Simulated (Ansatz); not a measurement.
SnS₂ (P-3m1), PBEsol+D3BJ with spin-orbit coupling, rigid bands (Ansatz, an electronic-structure program): N_c = 3.43e19 cm⁻³ at 300 K and an electron conductivity mass of 0.330 mₑ along z (a = (3.63, 0.00, 0.00) Å; b = (-1.81, 3.14, 0.00) Å; c = (0.00, 0.00, 5.57) Å).

For 1e17 electrons per cm³ at 300 K, place the Fermi level, estimate the Seebeck coefficient of a parabolic band with constant τ, and give mobility and conductivity for τ = 5 fs.

The level lies k_BT ln(N_c/n) = 0.151 eV below the conduction-band minimum. S ≈ −(k_B/e)[ln(N_c/n) + 5/2] = -718 μV/K, against -716 μV/K from the full bands (mean over directions). μ = eτ/m = 26.6 cm²/(V·s) and σ = neμ = 0.427 S/cm. τ is assumed, not computed.

Band transport and this doping are assumed; polarons and phonon drag are left out. Geometry: cell and atoms relaxed with PBEsol+D3(BJ).

PBEsol with a dispersion correction tends to overbind, so the cell can be several per cent short, in bad cases over ten, which usually narrows a gap: SnS2 (P-3m1).
